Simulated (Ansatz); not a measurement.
```xyz
3
Lattice="0.0000 2.4757 2.4757 2.4757 0.0000 2.4757 2.4757 2.4757 0.0000" Properties=species:S:1:pos:R:3 pbc="T T T"
Hf     0.0000     0.0000     0.0000
O      1.2378     1.2378     1.2378
O      3.7135     3.7135     3.7135
```

No spin polarisation.

All numbers come from LDA, PAW, 420 eV (Ansatz, a first-principles code; spin-orbit coupling left out). k-mesh 11×11×11 (Γ-centred); smearing 0.05 eV (Fermi–Dirac).

Question: Predict the hole mass and band gap.

Answer: 
```json
{
  "hole_mass": "0.28 mₑ along k, 2.9 mₑ across (at X)",
  "band_gap": "3.73 eV"
}
```

Spin-orbit coupling, missing from the scalar runs, can matter with Hf. Load acts through the strain it causes; cell and atoms are relaxed under it. Effective masses come from finite differences of ±0.01 Å⁻¹. Along k means along the line from Γ to the band edge. Whether these cells are dynamically stable was not tested. Competing high-pressure phases were not computed. The cell was made from HfO2 in the fluorite structure (space group Fm-3m, No. 225) by this change: pressure 9 GPa. This is not the structure that HfO2 has at room temperature and ambient pressure.
